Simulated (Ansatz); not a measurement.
The starting structures come from a database of crystals and need not be the phases stable at ambient conditions.

By r2SCAN, the system below comes out a metal.

Without scattering a metal conducts by its projected Fermi surface.

Data:

```
CdTe
1.0
    4.25895     0.00000     0.00000
    0.00000     4.25895     0.00000
    2.12948    -2.12948     3.01153
Cd Te
1 1
Cartesian
  0.00000   0.00000   0.00000
  2.12948   2.12948   0.00000
```

The cell was relaxed by PBE-D3(BJ); by r2SCAN it stands under a pressure of 1.7 GPa.

The current flows along the normal of the first two printed cell vectors, the (001) plane of the conventional cell. No spin-orbit coupling; the value is a mean over 0.1 eV about the Fermi level.

Task: Compute, with Ansatz (an electronic-structure program) with r2SCAN, the ballistic conductance per area.

Result: 0.23 × 10¹⁵ S/m² for both spins.
